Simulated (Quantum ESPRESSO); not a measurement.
**A short convergence ladder for LaBPd3 (P4mm, 5 atoms in the cell)**

```yaml
crystal:
  lattice:
    - [4.39533, 0.00000, 0.00000]
    - [0.00000, 4.39533, 0.00000]
    - [0.00000, 0.00000, 4.39533]
  atoms:
    - { symbol: La, position: [0.00000, 0.00000, 0.01138] }
    - { symbol: B, position: [0.50000, 0.50000, 0.50000] }
    - { symbol: Pd, position: [0.00000, 0.50000, 0.50000] }
    - { symbol: Pd, position: [0.50000, 0.00000, 0.50000] }
    - { symbol: Pd, position: [0.50000, 0.50000, 0.00000] }
```

Base method: PBEsol, GBRV 1.5 ultrasoft (PBESOL) pseudopotentials (plane waves; Quantum ESPRESSO).

Base settings: ecutwfc = 40 Ry; ecutrho = 320 Ry; occupations = smearing; smearing = fd; degauss = 0.0073499 Ry; potentials = {La: la_pbesol_v1.uspp.F.UPF, B: b_pbesol_v1.4.uspp.F.UPF, Pd: pd_pbesol_v1.4.uspp.F.UPF}; K_POINTS = automatic 4 4 4 0 0 0; conv_thr = 1e-09 Ry.

The count of work is k-points × plane waves × bands × iterations; it is no time. 

**The k-point mesh**

The second cell is the first with its lattice scaled by 0.98.

Only quantities that move along the ladder and can be compared are tabulated.

```csv
K_POINTS,free energy less the last step's (meV/atom),energy of the compressed cell less the first (meV/atom),pressure (GPa),largest difference of a force vector from the last step's (eV/Å),count of work / last
automatic 2 2 2 0 0 0,43.13,3.26,-3.73,0.013,0.11
automatic 4 4 4 0 0 0,3.83,0.59,-4.07,0.004,0.45
automatic 5 5 5 0 0 0,1.17,1.23,-3.99,0.001,0.45
automatic 6 6 6 0 0 0,0.00,1.09,-4.01,0.000,1.0
```

Coarsest K_POINTS that holds the pressure within 0.05 GPa of the last step, with all finer ones: automatic 5 5 5 0 0 0; the step before is off by 0.06 GPa.

Coarsest K_POINTS that holds the energy of the compressed cell less the first within 1 meV/atom of the last step, with all finer ones: automatic 4 4 4 0 0 0, at 0.45 of the last step's count of work; the step before is off by 2.2 meV/atom.

Coarsest K_POINTS that holds the forces within 0.01 eV/Å of the last step, with all finer ones: automatic 4 4 4 0 0 0, at 0.45 of the last step's count of work; the step before is off by 0.013 eV/Å.

On the base run: the starting cell comes from a database of computed structures (which also holds hypothetical and non-ambient phases and stackings), without a prior relaxation at this level. Its lattice was rescaled by up to half a per cent. One atom was moved a little off its site on purpose. Spin polarisation is off. In the base run, with a pressure of about -4 GPa the cell is away from its equilibrium volume at this level. Without a gap this mesh is coarse (it stands for a supercell whose shortest vector is 18 Å).
